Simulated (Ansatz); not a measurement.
Start from NaCl in the rock salt structure (space group Fm-3m, No. 225).

```
CELL_PARAMETERS angstrom
      0.00000     2.80073     2.80073
      2.80073     0.00000     2.80073
      2.80073     2.80073     0.00000
ATOMIC_POSITIONS crystal
  Na 0.00000 0.00000 0.00000
  Cl 0.50000 0.50000 0.50000
```

Cartesian axes are those of the cell as printed.

All numbers come from plane-wave PAW DFT at the PBEsol level (Ansatz, a program for electronic structure, 420 eV), no SOC.

Strains are applied to the cell and any free atomic positions relax.

One change was made to it. Results:

The energy increases by 1.4 meV/atom; the gap character stays direct at Γ.

What was done to the base?
A) uniaxial strain ε_zz = +0.50 %
B) uniaxial strain ε_zz = −0.50 %
C) uniaxial strain ε_zz = −3.00 %
D) uniaxial strain ε_zz = +2.00 %
E) uniaxial strain ε_zz = +3.00 %

D, uniaxial strain ε_zz = +2.00 %. For comparison, the energy relative to the base in the other runs: uniaxial strain ε_zz = −3.00 % gives +3.9 meV/atom; uniaxial strain ε_zz = +0.50 % gives +0.1 meV/atom; uniaxial strain ε_zz = −0.50 % gives +0.1 meV/atom; uniaxial strain ε_zz = +3.00 % gives +2.9 meV/atom.

Gaps are read on the SCF mesh and a high-symmetry path. No phonon test of stability was made. Labels are those of the standard path for the cell's own space group.
